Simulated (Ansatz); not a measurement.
Start from CdSe in the wurtzite structure (space group P6_3mc, No. 186; a = 4.383 Å, c = 7.155 Å).

The change: a negative pressure, −1 GPa.

Levels (all Ansatz, a program for electronic structure, PAW, earlier PAW set): PBE (420 eV, scalar-relativistic without spin-orbit coupling); r2SCAN (500 eV, without spin-orbit coupling); HSE06 (420 eV, spin-orbit coupling left out); PBE+SOC (420 eV, spin-orbit coupling included).

At the geometry relaxed with PBE, these levels gave the following band gaps, in shuffled order: (a) 0.97 eV, (b) 1.40 eV, (c) 0.49 eV, (d) 0.37 eV.

### Question
Match each gap to its level.

### Answer
(a) r2SCAN; (b) HSE06; (c) PBE; (d) PBE+SOC.

Single points use the geometry relaxed with PBE. The spin-orbit shifts are approximate. Load acts through the strain it causes; cell and atoms are relaxed under it. Whether these cells are dynamically stable was not tested.
